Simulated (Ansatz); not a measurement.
Output of an Ansatz run (abridged):

```
WARN ansatz: RAYON_NUM_THREADS=1 ignored (pool sized by the plan → 1); use --threads N
Pseudopotentials: kind: paw
Pseudopotential: Li, paw, valence charge 3
Pseudopotential: F, paw, valence charge 7
Crystal: 2 atoms, lattice volume = 16.510 Å³
Basis set: ecut = 420.4159175005146 eV, 331 PW (Γ), exchange–correlation on 40×40×40 points (8 copies of the dense FFT grid, shifted against one another)
Bands: 9, of which v1, the nominal top of the filled ones, is band 5 counted from 1 (4 counted from 0)
Symmetry: 48 space group operations
Space group: Fm-3m (ITA 225), of the structure as read, at distance tolerance 2.5e-5 Å
k-points: 47 of 1000
Initial density: superposition of atomic densities (neutral atoms: chi_scale 0, normalization atom), corrected by the library's trained network
Initial wavefunctions: pseudopotential atomic-orbital guess
Eigensolver: davidson
Functional: x = pbe(κ = 0.804, μ = 0.2195149727645171), c = pbe(β = 0.06672455060314922)
SCF iter   1: F=—  HF=-1016.169551 eV  |F-HF|=—  |Δ(HF+E_count)|=         —  Δρ=7.63e-4  dr2=4.09e-5  ethr=1.77e-3  ⟨swp⟩=5.2  Hψ=2596  notcnv=0
all-band conjugate gradients solve this SCF's bands
preconditioner: auto → none
SCF iter   2: F=—  HF=-1016.169552 eV  |F-HF|=—  |Δ(HF+E_count)|=   1.17e-6  Δρ=1.10e-3  dr2=1.21e-4  ethr=4.09e-7  ⟨swp⟩=2.0  Hψ=965  notcnv=0
SCF iter   3: F=—  HF=-1016.169534 eV  |F-HF|=—  |Δ(HF+E_count)|=   1.75e-5  Δρ=5.20e-4  dr2=2.70e-5  ethr=4.09e-7  ⟨swp⟩=2.5  Hψ=580  notcnv=0
SCF iter   4: F=—  HF=-1016.169551 eV  |F-HF|=—  |Δ(HF+E_count)|=   1.68e-5  Δρ=2.09e-4  dr2=4.19e-6  ethr=2.70e-7  ⟨swp⟩=2.0  Hψ=593  notcnv=0
SCF iter   5: F=—  HF=-1016.169553 eV  |F-HF|=—  |Δ(HF+E_count)|=   1.56e-6  Δρ=1.48e-4  dr2=2.39e-6  ethr=4.19e-8  ⟨swp⟩=1.0  Hψ=423  notcnv=0
SCF iter   6: F=—  HF=-1016.169552 eV  |F-HF|=—  |Δ(HF+E_count)|=   4.55e-7  Δρ=7.17e-5  dr2=5.72e-7  ethr=2.39e-8  ⟨swp⟩=1.0  Hψ=423  notcnv=0
SCF iter   7: F=-1016.169552 eV  HF=-1016.169552 eV  |F-HF|=1.83e-8  |Δ(HF+E_count)|=   1.69e-7  Δρ=1.38e-5  dr2=2.13e-8  ethr=1.00e-9  ⟨swp⟩=2.2  Hψ=1438  notcnv=0
SCF 1 converged in 7 iterations: F = -1016.169552 eV  dr2 = 2.13e-8
SCF converged after 7 iterations
Free energy (F): -1016.169552 eV
Harris-Foulkes:  -1016.169552 eV  (|F-HF|=1.83e-8)
Internal energy: -1016.169552 eV  (E = F + TS)
E sigma→0 (E₀):  -1016.169552 eV
Fermi energy:    5.509382 eV
--- Per-component energies (eV) ---
  E_band       = -118.448363
  E_kinetic    = 230.475911
  E_local      = -643.984095  (includes V_loc(G=0)·N_el)
  E_nonlocal   = 40.363146
  E_hartree    = 225.751810
  E_xc         = -91.798048
  E_vxc        = -117.750384  (∫ρ·V_xc dr)
  E_paw        = -221.792856  (= ΣΔE_a)
  E_vpaw       = -79.054738  (= ΣTr[D̂ρ^β])
  E_aug_tail   = 0.002212  (compensation charges beyond the density's cutoff)
  E_ewald      = -555.187632
  E_smearing   = -0.000000  (= −TS)
  E_closure    = -0.000000  (closes the sum)
  Σ components = -1016.169552   (vs F -1016.169552, Δ=0.00e0)
--- Forces (eV/Å), atoms counted from 1 ---
  atom   1  Li    -0.00000000     0.00000000    -0.00000000
  atom   2  F      0.00000000    -0.00000000    -0.00000000
  max |Σ_I F_I| component: 4.08e-29 eV/Å
--- Stress (GPa, compression-positive) ---
        1.340925       0.000000      -0.000000
        0.000000       1.340925      -0.000000
        0.000000      -0.000000       1.340925
  P = ⅓ Tr σ = 1.3409 GPa (13.409 kbar)
  The stress holds the Pulay correction. Without it, at fixed plane waves, as pw.x and ABINIT print it: P = 0.6757 GPa
--- Band table (eV; the first three rows and the last of 47) ---
  k-point 0: bands = ["-39.9985", "-19.0251", "0.9140", "0.9140", "0.9140", "9.9106", "24.7309", "24.7309", "24.7309"]
  k-point 1: bands = ["-39.9932", "-18.9872", "0.6297", "0.8917", "0.8917", "10.2040", "22.1067", "23.5104", "23.5104"]
  k-point 2: bands = ["-39.9793", "-18.8854", "-0.0513", "0.8344", "0.8344", "10.8618", "19.6504", "22.0355", "22.0355"]
  k-point 46: bands = ["-39.9276", "-18.3679", "-1.4202", "-0.8148", "0.1110", "15.7678", "16.1016", "18.2596", "20.1211"]
```

The structure:

```
CELL_PARAMETERS angstrom
      0.00000     2.02104     2.02104
      2.02104     0.00000     2.02104
      2.02104     2.02104     0.00000
ATOMIC_POSITIONS crystal
  Li 0.00000 0.00000 0.00000
  F  0.50000 0.50000 0.50000
```

**Question.** Write an input that gives this output.

**Answer.** Other spellings and defaults could give the same log, and not every line can be read from it. The input that was run (DFT, PBE, plane waves, default PAW files):

Ansatz 0.2 input:
```yaml
crystal:
  lattice:
    - [0.00000000, 2.02104500, 2.02104500]
    - [2.02104500, 0.00000000, 2.02104500]
    - [2.02104500, 2.02104500, 0.00000000]
  atoms:
    - { symbol: Li, position: [0.00000000, 0.00000000, 0.00000000] }
    - { symbol: F, position: [0.50000000, 0.50000000, 0.50000000] }
basis:
  ecutwfc: 30.9 Ry
kpoints:
  mp_grid:
    grid: [10, 10, 10]
hamiltonian:
  xc: pbe
  pseudopotentials:
    kind: paw
scf:
  occupations:
    method: fermi_dirac
    width: 0.0037 Ry
output:
  forces: true
  eigenvalues: true
  stress: true
```

The starting cell has typed, rounded lattice constants, without a prior relaxation at this level. Its lattice was rescaled by up to half a per cent. Ansatz's pressure includes its estimate of the finite-basis (Pulay) stress. Without the estimate this run gives 0.68 GPa.

Ansatz is a program for electronic structure.
